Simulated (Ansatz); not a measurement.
Consider Lu in the hcp (Mg type) structure (space group P6_3/mmc, No. 194; a = 3.504 Å, c = 5.452 Å).

Structures relaxed with r2SCAN (Ansatz, a quantum-chemistry and plane-wave program; PAW; 500 eV plane waves; scalar-relativistic without spin-orbit coupling).

Base:

Simulated powder pattern, Cu Kα1, λ = 1.54056 Å (kinematic, ideal powder, no thermal factors, no anomalous dispersion; the 8 strongest lines at most, above 2 %, up to 2θ = 90°):

```json
[
 {"2θ (°)": "29.41", "I/Imax (%)": "24", "hkl": "(100)"},
 {"2θ (°)": "32.83", "I/Imax (%)": "24", "hkl": "(002)"},
 {"2θ (°)": "33.77", "I/Imax (%)": "100", "hkl": "(101)"},
 {"2θ (°)": "44.64", "I/Imax (%)": "16", "hkl": "(102)"},
 {"2θ (°)": "52.16", "I/Imax (%)": "20", "hkl": "(110)"},
 {"2θ (°)": "59.21", "I/Imax (%)": "21", "hkl": "(103)"},
 {"2θ (°)": "63.01", "I/Imax (%)": "23", "hkl": "(112)"},
 {"2θ (°)": "63.60", "I/Imax (%)": "17", "hkl": "(201)"}
]
```

It is then changed as follows: every Lu is replaced by Ti; the structure is relaxed again.

Predict the new powder pattern.


Simulated powder pattern, Cu Kα1, λ = 1.54056 Å (kinematic, ideal powder, no thermal factors, no anomalous dispersion; the 8 strongest lines at most, above 2 %, up to 2θ = 90°):

| 2θ (°) | I/Imax (%) | hkl |
|---|---|---|
| 35.27 | 25 | (100) |
| 38.81 | 25 | (002) |
| 40.43 | 100 | (101) |
| 53.44 | 14 | (102) |
| 63.30 | 15 | (110) |
| 71.36 | 15 | (103) |
| 76.79 | 16 | (112) |
| 77.85 | 12 | (201) |

The indices refer to each structure's own conventional cell; one index is shown for lines that coincide.

Stability against distortions was not tested. All final runs are without spin polarisation.
